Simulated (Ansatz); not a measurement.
**Short convergence ladders for the (001) slab of FeNiPt6 (cut from a parent of space group no. 123; 8 atoms in the cell)**

```yaml
crystal:
  lattice:
    - [3.85833, 0.00000, 0.00000]
    - [0.00000, 3.85833, 0.00000]
    - [0.00000, 0.00000, 19.76610]
  atoms:
    - { symbol: Fe, position: [0.00000, 0.00000, 0.64586], spin: 4.0 }
    - { symbol: Ni, position: [0.00000, 0.00000, 0.45170], spin: 2.0 }
    - { symbol: Pt, position: [0.50000, 0.50000, 0.64586] }
    - { symbol: Pt, position: [0.50000, 0.50000, 0.45170] }
    - { symbol: Pt, position: [0.50000, 0.00000, 0.35414] }
    - { symbol: Pt, position: [0.50000, 0.00000, 0.54927] }
    - { symbol: Pt, position: [0.00000, 0.50000, 0.35414] }
    - { symbol: Pt, position: [0.00000, 0.50000, 0.54927] }
```
(The spins are starting values, not results.)

Base method: LDA (PW92), default PAW files made with PBE (plane waves; Ansatz, a first-principles code).

Base settings: basis.ecutwfc = 420 eV; kpoints.mp_grid.grid = 5 5 1; hamiltonian.xc = lda; hamiltonian.pseudopotentials = {kind: paw} (the program's default PAW files); magnetization.spin_polarized = true; scf.occupations.method = gaussian; scf.occupations.width = 0.1 eV.

The count of work is k-points × plane waves × bands × iterations; it is no time. Core times come from one kind of shared machine, to one figure; runs under 30 s give none.

**The vacuum with a dipole correction**

In this ladder: efield.axis = 3; efield.dipole_correction = true.

The mesh stays at the base's, so the ladder's end is converged at best in this setting alone.

Only quantities that move along the ladder and can be compared are tabulated.

These are the values that this program gave, and no reference: magnetic slabs can end in a higher state.

| vacuum between outermost atoms (Å) | free energy less the last step's (meV/atom) | largest difference of a force vector from the last step's (eV/Å) | count of work / last | core time / last (rough) |
|---|---|---|---|---|
| 6.0 | -3.64 | 0.018 | 0.29 | 0.2 |
| 8.0 | -0.24 | 0.002 | 0.34 | 0.2 |
| 10.0 | -0.02 | 0.000 | 0.80 | 0.9 |
| 14.0 | 0.00 | 0.000 | 0.72 | 0.5 |
| 20.0 | 0.00 | 0.000 | 1.0 | 1 |

Smallest vacuum between outermost atoms (Å) that holds the free energy within 0.5 meV/atom of the last step, with all finer ones: 8.0, at 0.34 of the last step's count of work and about 0.2 of the last step's time; the step before is off by 3.6 meV/atom.

Smallest vacuum between outermost atoms (Å) that holds the forces within 0.01 eV/Å of the last step, with all finer ones: 8.0, at 0.34 of the last step's count of work and about 0.2 of the last step's time; the step before is off by 0.018 eV/Å.

**The plane-wave cutoff**

The mesh stays at the base's, so the ladder's end is converged at best in this setting alone.

Only quantities that move along the ladder and can be compared are tabulated.

These are the values that this program gave, and no reference: magnetic slabs can end in a higher state.

| basis.ecutwfc | free energy less the last step's (meV/atom) | largest difference of a force vector from the last step's (eV/Å) | count of work / last | core time / last (rough) |
|---|---|---|---|---|
| 210 eV | 8513.71 | 1.081 | 0.14 | 0.2 |
| 250 eV | 1770.37 | 0.463 | 0.14 | 0.2 |
| 295 eV | 246.82 | 0.020 | 0.28 | 0.3 |
| 355 eV | 11.22 | 0.002 | 0.31 | 0.3 |
| 420 eV | 1.77 | 0.001 | 0.42 | 0.5 |
| 505 eV | 0.64 | 0.000 | 0.52 | 0.5 |
| 840 eV | 0.00 | 0.000 | 1.0 | 1 |

Coarsest basis.ecutwfc that holds the free energy within 5 meV/atom of the last step, with all finer ones: 420 eV, at 0.42 of the last step's count of work; the step before is off by 11 meV/atom.

Coarsest basis.ecutwfc that holds the forces within 0.005 eV/Å of the last step, with all finer ones: 355 eV, at 0.31 of the last step's count of work and about 0.3 of the last step's time; the step before is off by 0.020 eV/Å.

On the base run: the starting cell comes from a database of computed structures (which also holds hypothetical and non-ambient phases and stackings), without a prior relaxation at this level. The slab is cut from that crystal, and its faces are unrelaxed. Its lattice was rescaled by up to half a per cent. The magnetic order is the one reached from the typed start; others were not searched systematically.

Keys are those of Ansatz 0.2.
